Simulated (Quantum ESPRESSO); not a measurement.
# Short convergence ladders for FeAl (Pm-3m, 2 atoms in the cell)

```
CELL_PARAMETERS angstrom
      2.91873     0.00000     0.00000
      0.00000     2.91873     0.00000
      0.00000     0.00000     2.91873
ATOMIC_POSITIONS crystal
  Al 0.50000 0.50000 0.50000
  Fe 0.00000 0.00000 0.00000
```

Base method: LDA (PZ), GBRV 1.5 ultrasoft (LDA) pseudopotentials (plane waves; Quantum ESPRESSO 7.5).

Base settings: ecutwfc = 50 Ry; ecutrho = 400 Ry; occupations = smearing; smearing = fd; degauss = 0.0073499 Ry; potentials = {Al: al_lda_v1.uspp.F.UPF, Fe: fe_lda_v1.5.uspp.F.UPF}; K_POINTS = automatic 11 11 11 0 0 0; conv_thr = 1e-10 Ry; mixing_beta = 0.5.

Core times come from one kind of shared machine, to one figure; runs under 30 s give none.

**Zone-centre phonons against the cutoff**

In this ladder: ph.x.tr2_ph = 1e-14; ph.x.fildyn = dyn.G; dynmat.x.fildyn = dyn.G; dynmat.x.asr = crystal. Moved along: ecutrho.

The mesh stays at the base's, so the ladder's end is converged at best in this setting alone.

Frequencies are those of the unrelaxed cell, without the LO-TO term of polar crystals.

Only quantities that move along the ladder and can be compared are tabulated.

| ecutwfc | highest zone-centre frequency (cm⁻¹) |
|---|---|
| 25 Ry | 301.8 |
| 30 Ry | 300.2 |
| 35 Ry | 300.4 |
| 42 Ry | 300.4 |
| 50 Ry | 300.4 |
| 60 Ry | 300.3 |
| 75 Ry | 300.4 |

Coarsest ecutwfc that holds the highest zone-centre frequency within 1 cm⁻¹ of the last step, with all finer ones: 30 Ry; the step before is off by 1.4 cm⁻¹.

**Zone-centre phonons against the mesh**

In this ladder: ph.x.tr2_ph = 1e-14; ph.x.fildyn = dyn.G; dynmat.x.fildyn = dyn.G; dynmat.x.asr = crystal.

Frequencies are those of the unrelaxed cell, without the LO-TO term of polar crystals.

Only quantities that move along the ladder and can be compared are tabulated.

| K_POINTS | highest zone-centre frequency (cm⁻¹) | core time / last (rough) |
|---|---|---|
| automatic 3 3 3 0 0 0 | 299.8 | 0.05 |
| automatic 4 4 4 0 0 0 | 298.1 | – |
| automatic 5 5 5 0 0 0 | 301.2 | – |
| automatic 6 6 6 0 0 0 | 298.4 | 0.08 |
| automatic 7 7 7 0 0 0 | 300.7 | 0.06 |
| automatic 17 17 17 0 0 0 | 300.5 | 0.4 |
| automatic 21 21 21 0 0 0 | 300.5 | 1 |

Coarsest K_POINTS that holds the highest zone-centre frequency within 1 cm⁻¹ of the last step, with all finer ones: automatic 7 7 7 0 0 0, at about 0.06 of the last step's time; the step before is off by 2.1 cm⁻¹.

**Zone-centre phonons against the SCF threshold**

In this ladder: ph.x.tr2_ph = 1e-14; ph.x.fildyn = dyn.G; dynmat.x.fildyn = dyn.G; dynmat.x.asr = crystal.

The mesh stays at the base's, so the ladder's end is converged at best in this setting alone.

Frequencies are those of the unrelaxed cell, without the LO-TO term of polar crystals.

Only quantities that move along the ladder and can be compared are tabulated.

```csv
conv_thr,highest zone-centre frequency (cm⁻¹),core time / last (rough)
7.3e-05 Ry,320.2,1
7.3e-07 Ry,300.7,0.7
7.3e-09 Ry,300.4,1
7.3e-11 Ry,300.4,0.7
7.3e-13 Ry,300.3,1
```

Coarsest conv_thr that holds the highest zone-centre frequency within 5 cm⁻¹ of the last step, with all finer ones: 7.3e-07 Ry; the step before is off by 20 cm⁻¹.

On the base run: the starting cell has typed, rounded lattice constants, without a prior relaxation at this level. Its lattice was rescaled by up to half a per cent. Spin polarisation is off. In the base run, with a pressure of about -18 GPa the cell is away from its equilibrium volume at this level.
